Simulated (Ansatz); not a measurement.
Input:

```
InSe
1.0
    3.95281     0.00000     0.00000
   -1.97641     3.42323     0.00000
    0.00000     0.00000    16.30972
In Se
4 4
Direct
  0.33333   0.66667   0.33429
  0.66667   0.33333   0.66571
  0.66667   0.33333   0.83429
  0.33333   0.66667   0.16571
  0.33333   0.66667   0.58637
  0.66667   0.33333   0.41363
  0.66667   0.33333   0.08637
  0.33333   0.66667   0.91363
```

Computed with PBEsol+D3BJ, rigid bands (plane waves, PAW, scalar-relativistic; Ansatz, a quantum-chemistry and plane-wave program). Geometry: cell and atoms relaxed with PBEsol+d3bj.

What conductivity effective mass do dilute electrons have at 300 K?

0.119 (x), 0.119 (y), 0.051 (z) mₑ.

And the band gap?

0.43 eV at this level; semilocal functionals usually fall short of the measured gap.

Rigid bands, one relaxation time for all states, no polarons. Spin-orbit coupling is left out; where it splits the top of the valence band it changes the hole mass and lowers the gap by about a third of the splitting. Geometry: cell and atoms relaxed with PBEsol+D3(BJ).

PBEsol with a dispersion correction tends to overbind, so the cell can be several per cent short, in bad cases over ten, which usually narrows a gap: InSe (P6_3/mmc).
